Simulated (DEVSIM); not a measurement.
System: Si n-i-p diode, at 300 K.

| layer (left to right) | material | thickness (μm) | Nd (cm⁻³) | Na (cm⁻³) | τn (s) | τp (s) |
|---|---|---|---|---|---|---|
| 1 | Si | 0.240 | 4.6e17 | - | 2.3e-6 | 2.3e-6 |
| 2 | Si | 1.80 | - | 4e12 | 2.3e-6 | 2.3e-6 |
| 3 | Si | 4.40 | - | 2.4e17 | 2.3e-6 | 2.3e-6 |

Left contact: ohmic. Right contact: ohmic. Voltage is applied to the left contact. Recombination: SRH at mid-gap, radiative. Mobility is constant in doping. Where it depends on doping, it is μmin + (μ − μmin)/(1 + (N/Nref)^α).

Constants are typed, rounded textbook-type inputs, not results; the design itself was drawn at random and stands for no fabricated device. Values at 300 K. The table also holds parameters that only a changed run uses.

```
parameter           Si
-------------  -------
gap (eV)         1.124
affinity (eV)     4.05
permittivity      11.7
Nc (cm⁻³)      2.86e19
Nv (cm⁻³)       3.1e19
μn (cm²/Vs)       1417
μp (cm²/Vs)        470
μn,min              52
μp,min              45
Nref,n          9.7e16
Nref,p          2.2e17
αn                0.68
αp                0.72
B (cm³/s)      4.7e-15
Cn (cm⁶/s)     2.8e-31
Cp (cm⁶/s)     9.9e-32
```

Simulated with DEVSIM: 1D drift-diffusion, Boltzmann statistics, complete ionisation; no tunnelling, impact ionisation, image-force lowering or self-heating.

Base results: dark forward voltage at 100 A/cm² (V) 0.756; dark forward voltage at 1 A/cm² (V) 0.629.

What follows from this one change: thickness of layer 2 1.8 → 9 μm?

dark forward voltage at 100 A/cm² 0.756 → 0.773 V; dark forward voltage at 1 A/cm² little changed (0.631 V).

What follows from this one change: thickness of layer 3 4.4 → 7.5 μm?

dark forward voltage at 100 A/cm² 0.756 → 0.762 V; dark forward voltage at 1 A/cm² little changed (0.632 V).

What follows from this one change: doping-dependent mobility in place of the constant one?

dark forward voltage at 100 A/cm² 0.756 → 0.779 V; dark forward voltage at 1 A/cm² 0.629 → 0.651 V.
